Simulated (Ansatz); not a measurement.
The starting structures come from a database of crystals and need not be the phases stable at ambient conditions.

Inside the gap of an insulator the Bloch states are evanescent, with a wavenumber k + iκ along the transport direction.

Input:

```
CELL_PARAMETERS angstrom
      6.98497     0.01141    -0.02088
      2.09735     6.66266    -0.02088
      2.79026    -3.07103     5.61903
ATOMIC_POSITIONS crystal
  Tl 0.75000 0.00000 0.25000
  Tl 0.25000 0.00000 0.75000
  Ag 0.25000 0.50000 0.25000
  Ag 0.75000 0.50000 0.75000
  I  0.68250 0.13501 0.81750
  I  0.31750 0.86499 0.18250
  I  0.18250 0.50000 0.68250
  I  0.81750 0.50000 0.31750
```

Space group of this cell: I4/mcm. The cell was relaxed by PBE-D3(BJ); by r2SCAN its mean pressure is 1.2 GPa.

Transport runs along the normal of the first two printed cell vectors, the (101) plane of the conventional cell.

The gap is the functional's own, uncorrected, and κ follows it; spin-orbit coupling is left out. Mid-gap values are interpolated between the computed energies.

**Question.** Estimate the band gap and the smallest decay constant κ at mid-gap that Ansatz (a program for electronic structure) with r2SCAN returns for this system.

**Answer.** Gap 1.80 eV on a 6×6×6 mesh; κ = 0.222 1/Å, at (0.500, 0.333) of the in-plane reciprocal vectors. At the zone centre, at the nearest computed energy, the slowest state has κ = 0.25 1/Å.
